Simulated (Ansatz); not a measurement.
Ansatz (a quantum-chemistry and plane-wave program) is run on Al₂O₃ (R-3c, 10 atoms in the cell), and the run fails. The aim is a self-consistent single point with DFT, PBE, plane waves, PAW files.

Cell that was meant: a = 5.2183 Å, b = 5.2183 Å, c = 5.2183 Å, α = 55.29°, β = 55.29°, γ = 55.29°.

Part of the input:

Ansatz 0.2 input:
```yaml
    - { symbol: O, position: [0.75000000, 0.05614000, 0.44386000] }
    - { symbol: O, position: [0.55614000, 0.25000000, 0.94386000] }
    - { symbol: O, position: [0.44386000, 0.75000000, 0.05614000] }
total_charge: -1.0
kpoints:
  mp_grid: { grid: [6, 6, 6] }
hamiltonian:
```

The program printed (abridged):

```
Error: inconsistent input (scf.occupations.method, magnetization): a σ = 0 step fill (method: fixed, or a smearing width below the step floor) cannot realise an odd electron count (49) without a locked total moment — the per-k integer fill puts the same N_el/2 bands in each spin channel; set magnetization.spin_polarized: true with magnetization.spin_locking.lock_magnetization: hard and an odd magnetization.initial_magnetization (the unpaired electron then fills one channel), or use a smearing method with a finite width, such as fermi_dirac
```

### Question
From the messages shown, name the fault and mend the input.

### Answer
The fault is an unintended net charge; here the program stops on it instead of giving results. To fix it, remove the charge. The program stopped before any SCF iteration.

An input that runs soundly differs in these lines (not the only fix; some lines may just follow from the change or write a value another way):
```diff
-total_charge: -1.0
```

With that input, the run converged in 7 iterations: free energy E − TS (on the zero of these files) -5569.6281 eV; top of the valence band (on the code's own zero) 7.05 eV; gap on the k-point mesh 5.60 eV; pressure -4.79 GPa; largest force (vector length) 0.018 eV/Å (DFT, PBE, plane waves, PAW files).

On the sound input: the starting cell comes from a database of computed structures (which also holds hypothetical and non-ambient phases and stackings), without a prior relaxation at this level. Its lattice was rescaled by a random factor within 2.5 % of one. With a pressure of about -5 GPa the cell is away from its equilibrium volume at this level. Ansatz's pressure includes its estimate of the finite-basis (Pulay) stress.
